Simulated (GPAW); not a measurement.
## How a calculation on Sc (P6_3/mmc, 4 atoms in the cell) responds to its settings

```xyz
4
Lattice="3.3190 0.0000 0.0000 -1.6595 2.8743 0.0000 0.0000 0.0000 10.6789" Properties=species:S:1:pos:R:3 pbc="T T T"
Sc     0.0000     0.0000     0.0000
Sc     0.0000     0.0000     5.3394
Sc     0.0000     1.9162     2.6697
Sc     1.6595     0.9581     8.0092
```

Base run A: PBEsol, GPAW PAW datasets PBEsol (made by gpaw-setup) (GPAW), self-consistent single point.

Its settings: mode = pw; ecut = 850 eV; xc = PBEsol; kpts = 7 7 2; mesh shift (steps) = 0.5 0.5 0.5; occupations.name = methfessel-paxton; occupations.width = 0.136 eV; occupations.order = 1; nbands = -10; convergence.density = 1e-05 e/electron; symmetry.symmorphic = false; symmetry.tolerance = 0.0005; maxiter = 150.

The starting cell was generated: these elements placed on a structure prototype, without a prior relaxation; it need not be a known phase or ordering of this composition. Its lattice was rescaled by a random factor within 2.5 % of one. In the base run, with a pressure of about -4 GPa the cell is away from its equilibrium volume at this level.

ΔF is the free energy per atom less that of run A. A dash stands where there is no value to compare (another energy zero or no entropy term, no result, no spin, no clean gap, or a mesh too coarse for one). 

Run A gave: pressure (GPa) -3.75; ending converged.

Runs:
- B: convergence.density: 1e-05 e/electron → 0.002 e/electron; convergence.energy: default → 0.002 eV/electron; convergence.eigenstates: default → 2e-07
- C: convergence.density: 1e-05 e/electron → 0.0007 e/electron; convergence.energy: default → 0.0002 eV/electron; convergence.eigenstates: default → 2e-08
- D: convergence.density: 1e-05 e/electron → 0.0002 e/electron; convergence.energy: default → 2e-05 eV/electron; convergence.eigenstates: default → 2e-09
- E: convergence.density: 1e-05 e/electron → 7e-05 e/electron; convergence.energy: default → 2e-06 eV/electron; convergence.eigenstates: default → 2e-10
- F: convergence.density: 1e-05 e/electron → 2e-05 e/electron; convergence.energy: default → 2e-07 eV/electron; convergence.eigenstates: default → 2e-11
- G: convergence.density: 1e-05 e/electron → 7e-06 e/electron; convergence.energy: default → 2e-08 eV/electron; convergence.eigenstates: default → 2e-12
- H: convergence.density: 1e-05 e/electron → 7e-07 e/electron; convergence.energy: default → 2e-10 eV/electron; convergence.eigenstates: default → 2e-14
- I: convergence.density: 1e-05 e/electron → 7e-08 e/electron; convergence.energy: default → 2e-12 eV/electron; convergence.eigenstates: default → 2e-16
- J: convergence.density: 1e-05 e/electron → 7e-09 e/electron; convergence.energy: default → 2e-14 eV/electron; convergence.eigenstates: default → 2e-18

**Question.** What does run J change against A?

**Answer.** The run ended unconverged after 150 iterations.

```csv
run,ΔF (meV/atom),pressure (GPa),ending
A,0.00,-3.75,converged
B,0.00,-3.75,converged
C,0.00,-3.75,converged
D,0.00,-3.75,converged
E,0.00,-3.75,converged
F,0.00,-3.75,converged
G,0.00,-3.75,converged
H,0.00,-3.75,converged
I,0.00,-3.75,converged
J,–,–,not converged
```
